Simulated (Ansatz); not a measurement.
Functionals compared on CO on the 1x1 (10-10) surface of wurtzite GaN (cut with top plane Ga + N), one in a 2x1 cell, started at the site 'top Ga', in Ansatz (plane waves, PAW). The structure was relaxed with PBE; the other rows are single points on it, each with its references at the same level. Cutoff 420 eV (500 eV for r2SCAN). HSE06 used the coarser mesh 3x3x1.

Host crystal: wurtzite GaN, with a band gap (PBE, scalar-relativistic without spin-orbit coupling).

Model: 34-atom slab, 9.3 Å thick at the start under the adsorbate (thin: gaps and levels are the slab's own), 3x4x1 mesh, Fermi-Dirac 0.01 eV, dipole correction, 16 atoms held, the rest relaxed; start symmetry kept, larger cells not searched; no spin, no spin-orbit, no U, no dispersion correction. At the end it is bonded to Ga + N. In PBE it is, or lies within 0.03 eV of, the lowest of the starts that converged. These notes are the PBE run's. Adsorption energies are against CO(g). A negative adsorption energy means that the adsorbate is more stable on the surface than in its reference.

```json
[
 {"functional": "PBE", "adsorption energy (eV)": "-0.74", "rough cost of the single point": "–"},
 {"functional": "RPBE", "adsorption energy (eV)": "___", "rough cost of the single point": "roughly 110 core-seconds"},
 {"functional": "r2SCAN", "adsorption energy (eV)": "-0.63", "rough cost of the single point": "about 2.6 core-minutes (a rough figure)"},
 {"functional": "HSE06", "adsorption energy (eV)": "-0.54", "rough cost of the single point": "roughly 26 core-minutes"}
]
```

Question: Fill in the missing entries.

Answer: 
- RPBE, adsorption energy (eV): -0.48

Ansatz is a program for electronic structure.
